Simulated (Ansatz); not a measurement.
Hypothetical diamond Ni, thickness series

Consider Ni in the diamond structure (space group Fd-3m, No. 227; a = 5.100 Å; ferromagnetic; a hypothetical phase, not in the database extracts checked). Axes: x, y, z lie along the cube axes.

Free-standing slabs (2 atom(s) a layer) normal to [110] with 15 Å of vacuum; in-plane cell held at bulk.

Levels (all Ansatz, a program for electronic structure, PAW): PBE (420 eV, no spin-orbit coupling); PBEsol (420 eV, no spin-orbit coupling).

The base cell above is that of PBE; each level relaxes its own structures.

| case | shortest interatomic distance, PBE | shortest interatomic distance, PBEsol |
|---|---|---|
| 1 layer | 2.173 Å | 2.149 Å |
| 2 layers | 2.212 Å | 2.168 Å |
| 3 layers | 2.213 Å | 2.170 Å |
| 4 layers | 2.212 Å | 2.171 Å |
| 5 layers | 2.209 Å | 2.171 Å |
| 6 layers | 2.211 Å | 2.169 Å |
| 7 layers | 2.211 Å | 2.171 Å |

PBE lies above PBEsol in every row, by 0.024 Å to 0.044 Å. Near ties aside, they put the cases in the same order.

Other magnetic orders, which the real material may have, were not ruled out. No phonon test of stability was made.
